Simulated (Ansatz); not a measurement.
SiC (model structure, started from the BN type, Pm-3n, No. 223, 12 atoms in the cell), treated with PBEsol (PAW; Ansatz, an electronic-structure program).

Numerical settings: plane-wave cutoff 520 eV, 6×6×6 k mesh, Fermi–Dirac smearing 0.01 eV, scalar-relativistic PAW data made under PBE.

Cell (relaxed at this level):

```
CSi
1.0
    5.33128     0.00000     0.00000
    0.00000     5.33128     0.00000
    0.00000     0.00000     5.33128
Si C
6 6
Direct
  0.25000   0.00000   0.50000
  0.50000   0.25000   0.00000
  0.50000   0.75000   0.00000
  0.75000   0.00000   0.50000
  0.00000   0.50000   0.75000
  0.00000   0.50000   0.25000
  0.25000   0.50000   0.00000
  0.00000   0.25000   0.50000
  0.00000   0.75000   0.50000
  0.75000   0.50000   0.00000
  0.50000   0.00000   0.75000
  0.50000   0.00000   0.25000
```

### Question
Estimate the band gap and Γ–Γ gap that the calculation returns.

### Answer

- band gap = 1.77 eV (on the SCF k mesh)
- Γ–Γ gap = 2.76 eV

Note: the relaxation could raise the start's symmetry but not lower it, so the cell can be a saddle point.

Computed values are for the static lattice.

A model structure was made by putting elements into a prototype or built by hand; it is no filed structure, need not be a known phase, and can be a saddle point held by its symmetry.
